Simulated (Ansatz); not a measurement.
The starting structures come from a database of crystals and need not be the phases stable at ambient conditions.

 Where the default PAW files enter, the runs use the earlier of Ansatz's two default sets.

Here is the system:

```
In2O3
1.0
    5.51621     0.00000     0.00000
    2.75811     5.11773     0.00000
    2.75811     1.48643     4.54004
In O
4 6
Direct
  0.64288   0.07136   0.64288
  0.35712   0.92864   0.35712
  0.85712   0.42864   0.85712
  0.14288   0.57136   0.14288
  0.45350   0.75000   0.04650
  0.54650   0.25000   0.95350
  0.75000   0.75000   0.45350
  0.25000   0.25000   0.54649
  0.04650   0.75000   0.75000
  0.95351   0.25000   0.25000
```

Space group of this cell: R-3c, corundum. The cell is taken as given; by r2SCAN its mean pressure is -0.8 GPa.

Calculation: r2SCAN (plane waves, PAW; Ansatz, a quantum-chemistry and plane-wave program).

The current runs along the normal of the first two printed vectors; no spin-orbit coupling. Scaled by the factor s: all lengths (ions clamped). Meshes 8×8×8 and 6×6 across the current in all rows.

```json
[
 {"s": "0.98", "mean pressure (GPa)": "11.5", "band gap (eV)": "?"},
 {"s": "1.00", "mean pressure (GPa)": "-0.8", "band gap (eV)": "1.77"},
 {"s": "1.02", "mean pressure (GPa)": "-10.0", "band gap (eV)": "1.35"}
]
```

Task: Take the slope of the band gap against ln s from the two given rows, extrapolate to s = 0.98, and say what the run there gives.

Result: Slope = (1.35 − 1.77) / ln 1.02 = -21.2 eV. The line gives 1.77 + (-21.2) × ln 0.98 = 2.20 eV. The run gives 2.19 eV, 0.01 eV under the line, 2 % of the predicted step.
